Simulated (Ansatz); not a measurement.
# Pressure series in hypothetical cubic perovskite BaSnSe3

Base system: BaSnSe3 in the cubic perovskite structure (space group Pm-3m, No. 221; a = 5.2700 Å; a hypothetical phase, not in the database extracts checked).

Cell and atoms are relaxed at each pressure.

Calculations: PBEsol, PAW, 420 eV (Ansatz, a first-principles code; spin-orbit coupling left out).

```csv
pressure (GPa),volume per atom (Å³/atom)
-2,30.623
-1,29.899
0,29.272
0.3,29.095
0.7,28.873
1.5,?
3,27.754
7.5,26.102
10,25.378
```

### Question
Fit the third-order Birch–Murnaghan form P(V) = (3B₀/2)[(V₀/V)^(7/3) − (V₀/V)^(5/3)]·[1 + (3/4)(B₀′ − 4)((V₀/V)^(2/3) − 1)] (squares taken in P) to the rows shown and predict the withheld row.

### Answer
Least squares on the printed values gives V₀ = 29.271 Å³/atom, B₀ = 49.5 GPa, B₀′ = 4.9; this predicts 28.455 Å³/atom, and the run gives 28.457 Å³/atom, 0.002 higher.

Load acts through the strain it causes; cell and atoms are relaxed under it. Whether these cells are dynamically stable was not tested. No other phases were tried under pressure. The final runs are not spin-polarised. Many cubic perovskites are stable only at high temperature; tilts and polar distortions were not tested.
